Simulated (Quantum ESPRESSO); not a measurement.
A self-consistent single point of Ba3PbO (Pm-3m, 5 atoms in the cell) with Quantum ESPRESSO.

Level of theory: LDA (PZ), GBRV 1.5 ultrasoft (LDA) pseudopotentials (plane waves; Quantum ESPRESSO 7.5).

```yaml
crystal:
  lattice:
    - [5.62897, 0.00000, 0.00000]
    - [0.00000, 5.62897, 0.00000]
    - [0.00000, 0.00000, 5.62897]
  atoms:
    - { symbol: Ba, position: [0.50000, 0.00000, 0.50000] }
    - { symbol: Ba, position: [0.00000, 0.50000, 0.50000] }
    - { symbol: Ba, position: [0.50000, 0.50000, 0.00000] }
    - { symbol: Pb, position: [0.00000, 0.00000, 0.00000] }
    - { symbol: O, position: [0.50000, 0.50000, 0.50000] }
```

Reference input (self-consistent single point, DFT, LDA (PZ), plane waves, GBRV 1.5 ultrasoft (LDA) pseudopotentials): ecutwfc = 40 Ry; ecutrho = 200 Ry; occupations = smearing; smearing = marzari-vanderbilt; degauss = 0.019992 Ry; potentials = {Ba: ba_lda_v1.uspp.F.UPF, Pb: pb_lda_v1.uspp.F.UPF, O: o_lda_v1.2.uspp.F.UPF}; K_POINTS = automatic 6 6 6 0 0 0; conv_thr = 1e-11 Ry; mixing_beta = 0.7. This run's input differs from it in these lines:

```diff
@@ -37,3 +37,3 @@
 K_POINTS automatic
-6 6 6  0 0 0
+4 4 4  0 0 0
```

Log, with long lists cut:

```
     Self-consistent Calculation

     iteration #  1     ecut=    40.00 Ry     beta= 0.70

     negative rho (up, down):  2.979E-01 0.000E+00

     total energy              =    -407.26376223 Ry
     estimated scf accuracy    <       0.84171367 Ry

     iteration #  2     ecut=    40.00 Ry     beta= 0.70

     negative rho (up, down):  2.942E-01 0.000E+00

     total energy              =    -406.34930015 Ry
     estimated scf accuracy    <       7.94670923 Ry

     iteration #  3     ecut=    40.00 Ry     beta= 0.70

     negative rho (up, down):  2.923E-01 0.000E+00

     total energy              =    -407.74420357 Ry
     estimated scf accuracy    <       0.16741200 Ry

   [... 11 blocks of this kind left out ...]

     iteration # 15     ecut=    40.00 Ry     beta= 0.70

     negative rho (up, down):  2.903E-01 0.000E+00

     total energy              =    -407.72771694 Ry
     estimated scf accuracy    <          2.1E-11 Ry

     iteration # 16     ecut=    40.00 Ry     beta= 0.70

     negative rho (up, down):  2.903E-01 0.000E+00
     End of self-consistent calculation

     the Fermi energy is     8.3180 ev

!    total energy              =    -407.72771695 Ry
     estimated scf accuracy    <          7.1E-12 Ry
     smearing contrib. (-TS)   =       0.00375027 Ry
     internal energy E=F+TS    =    -407.73146722 Ry

     convergence has been achieved in  16 iterations

     negative rho (up, down):  2.903E-01 0.000E+00

     Forces acting on atoms (cartesian axes, Ry/au):

     atom    1 type  1   force =     0.00000000    0.00000000    0.00000000
   [... zero for the other atoms too ...]

     Total force =     0.000000     Total SCF correction =     0.000000

     negative rho (up, down):  2.903E-01 0.000E+00
          total   stress  (Ry/bohr**3)                   (kbar)     P=      -47.45
  -0.00032258   0.00000000   0.00000000          -47.45        0.00        0.00
   0.00000000  -0.00032258   0.00000000            0.00      -47.45        0.00
   0.00000000   0.00000000  -0.00032258            0.00        0.00      -47.45

   JOB DONE.
```

The run converged in 16 iterations. Against the reference run the free energy rises by 3.2 meV/atom and the pressure moves little (-4.71 to -4.75 GPa).

The starting cell comes from a database of computed structures (which also holds hypothetical and non-ambient phases and stackings), without a prior relaxation at this level. Its lattice was rescaled by a random factor within 2.5 % of one. The run gives no clean gap (levels at the Fermi energy touch, overlap or are partly filled at this smearing), which alone does not show that the compound is a metal.

Cost on one core of a shared machine: roughly 2 min.
